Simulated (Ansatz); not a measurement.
Levels about the gap of amorphous In$_{24}$O$_{37}$Sr (62 atoms in a cell of 890 Å³, 6.41 g/cm³; zone centre alone, so wide bands show as single levels with stretches between that a denser mesh fills), at the geometry that PBE relaxed, where it gives 0.1 GPa on a denser mesh. Exact exchange is cut at the faces of this small cell, which leaves a finite-size error. The participation number counts the atoms over which a state spreads; weights are charges in smoothed Voronoi cells. The levels come from a single point, so bond lengths are those of that geometry. Method of the levels: HSE06, scalar-relativistic without spin-orbit coupling (Ansatz, a program for electronic structure). Sampling: the zone centre alone; Fermi-Dirac width 0.02 eV; no spin polarisation. At PBE the levels at the filled edge of the gap are localised (band-tail or defect states).

Preparation: random packing, a CHGNet melt and quench, and a DFT relaxation. O atoms were pushed apart under 1.9 Å during the dynamics, to hinder bonds among them. The hot cell started wider than the set density and was brought back towards it in steps. It is the lowest in DFT energy of 2 quenches. It is a model cell: composition and starting density were chosen by hand, and all elements were melted together. No dispersion term was used. Its density started from a set value of 6.45 and ended at 6.41 g/cm³. Cooling (nominally 280 K/ps over its main leg) ran many orders faster than in experiment, which tends to leave more defects and strain. One small periodic cell is one sample of the glass; other quenches scatter about these values. Volume and shape were free in the relaxation.

| E - E(highest filled), eV | filling | participation number | largest on | weight O | weight In | weight Sr |
|---|---|---|---|---|---|---|
| -0.29 | filled | 23.2 | O, 3 neighbours | 0.93 | 0.07 | 0.00 |
| -0.25 | filled | 17.5 | O, 3 neighbours | 0.93 | 0.07 | 0.00 |
| -0.20 | filled | 18.0 | O, 3 neighbours | 0.94 | 0.06 | 0.00 |
| -0.18 | filled | 14.5 | O, 3 neighbours | 0.95 | 0.05 | 0.00 |
| -0.13 | filled | 16.3 | O, 3 neighbours | 0.94 | 0.06 | 0.00 |
| -0.10 | filled | 14.4 | O, 3 neighbours | 0.94 | 0.05 | 0.00 |
| 0.00 | filled | 9.4 | O, 3 neighbours | 0.94 | 0.06 | 0.00 |
| 2.02 | empty | 58.2 | In, 4 neighbours | 0.53 | 0.46 | 0.01 |
| 4.85 | empty | 30.9 | In, 4 neighbours | 0.59 | 0.41 | 0.00 |
| 5.17 | empty | 29.4 | In, 5 neighbours | 0.58 | 0.41 | 0.00 |
| 5.21 | empty | 40.6 | In, 5 neighbours | 0.59 | 0.41 | 0.00 |
| 5.38 | empty | 36.5 | In, 4 neighbours | 0.59 | 0.40 | 0.00 |
| 5.47 | empty | 43.5 | In, 5 neighbours | 0.60 | 0.39 | 0.01 |
| 5.53 | empty | 40.7 | In, 5 neighbours | 0.60 | 0.39 | 0.00 |

Most localised among these is the filled level at +0.00 eV, on a O atom, which has 3 neighbours (In 2.08 Å, In 2.14 Å, In 2.18 Å).
